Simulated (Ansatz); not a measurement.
# ZnSe: pressure series

The reference is ZnSe in the zinc blende structure (space group F-43m, No. 216; a = 5.666 Å).

Cell and atoms are relaxed at each pressure.

Method: r2SCAN, PAW, 500 eV (Ansatz, an electronic-structure program; without spin-orbit coupling).

Computed cases, in order: pressure −2 GPa; pressure −1 GPa; 0 GPa (base); pressure 0.9 GPa; pressure 2.1 GPa; pressure 4.5 GPa; pressure 9 GPa; pressure 15 GPa; pressure 22.5 GPa; pressure 30 GPa.

Task: Between which two neighbouring cases does the gap turn between direct and indirect?

Result: Between pressure 15 GPa (2.60 eV, direct at Γ) and pressure 22.5 GPa (2.77 eV, indirect, Γ → X). The whole series: pressure −2 GPa: 1.73 eV, direct at Γ; pressure −1 GPa: 1.80 eV, direct at Γ; 0 GPa (base): 1.87 eV, direct at Γ; pressure 0.9 GPa: 1.93 eV, direct at Γ; pressure 2.1 GPa: 2.00 eV, direct at Γ; pressure 4.5 GPa: 2.13 eV, direct at Γ; pressure 9 GPa: 2.35 eV, direct at Γ; pressure 15 GPa: 2.60 eV, direct at Γ; pressure 22.5 GPa: 2.77 eV, indirect, Γ → X; pressure 30 GPa: 2.63 eV, indirect, Γ → X.

Load acts through the strain it causes; cell and atoms are relaxed under it. Stability against distortions was not tested. Measured, ZnSe leaves this structure (for rock salt) near 13 GPa (temperature not stated; as listed in M. Köfferlein et al., Hyperfine Interactions (1994)).
